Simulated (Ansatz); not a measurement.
## Pressure series in ZnCu

Base system: ZnCu in the CsCl type structure (space group Pm-3m, No. 221; a = 2.908 Å).

Cell and atoms are relaxed at each pressure.

Method: PBEsol (Ansatz, a first-principles code; PAW; 420 eV plane waves; no spin-orbit coupling).

Notes on the quantities. enthalpy: H = E + PV relative to the base's energy.

| variant | density | enthalpy |
|---|---|---|
| base | 8.71 g/cm³ | – |
| pressure −2 GPa | 8.57 g/cm³ | -0.15 eV/atom |
| pressure −1 GPa | 8.64 g/cm³ | -0.08 eV/atom |
| pressure 0.9 GPa | 8.76 g/cm³ | +0.07 eV/atom |
| pressure 2.1 GPa | 8.84 g/cm³ | +0.16 eV/atom |
| pressure 4.5 GPa | 8.97 g/cm³ | +0.34 eV/atom |
| pressure 9 GPa | [?] | +0.67 eV/atom |
| pressure 15 GPa | 9.51 g/cm³ | +1.10 eV/atom |
| pressure 22.5 GPa | 9.83 g/cm³ | +1.62 eV/atom |
| pressure 30 GPa | 10.12 g/cm³ | +2.12 eV/atom |

**Question.** Complete the table.

**Answer.** 
- pressure 9 GPa, density: 9.22 g/cm³

Load acts through the strain it causes; cell and atoms are relaxed under it. Stability against distortions was not tested. No other phases were tried under pressure. All final runs are without spin polarisation.
